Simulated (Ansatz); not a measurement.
The structure below was relaxed with PBEsol (Ansatz, a first-principles code, PAW, without spin-orbit coupling).

Space group Fm-3m (No. 225); a = 4.375 Å, b = 4.375 Å, c = 4.375 Å, α = 90.00°, β = 90.00°, γ = 90.00°

```json
[
 {"atom": "Cd", "site": "4a", "symmetry": "m-3m", "x": "0.0000", "y": "0.0000", "z": "0.0000"}
]
```

Task: Write out a cell with all atoms.

Result: 
```cif
data_Cd4
_chemical_formula_sum 'Cd4'
_space_group_name_H-M_alt 'P 1'
_space_group_IT_number 1
_cell_length_a 4.37537
_cell_length_b 4.37537
_cell_length_c 4.37537
_cell_angle_alpha 90.000
_cell_angle_beta 90.000
_cell_angle_gamma 90.000
loop_
_space_group_symop_operation_xyz
  'x, y, z'
loop_
_atom_site_label
_atom_site_type_symbol
_atom_site_fract_x
_atom_site_fract_y
_atom_site_fract_z
_atom_site_occupancy
Cd1 Cd 0.00000 0.00000 0.00000 1
Cd2 Cd 0.00000 0.50000 0.50000 1
Cd3 Cd 0.50000 0.00000 0.50000 1
Cd4 Cd 0.50000 0.50000 0.00000 1
```
This is the conventional cell.

Whether these cells are dynamically stable was not tested. The cell was made from Pd by this change: Pd → Cd; the result is a model cell, its experimental status unchecked. This is not the structure that Cd has at room temperature and ambient pressure.
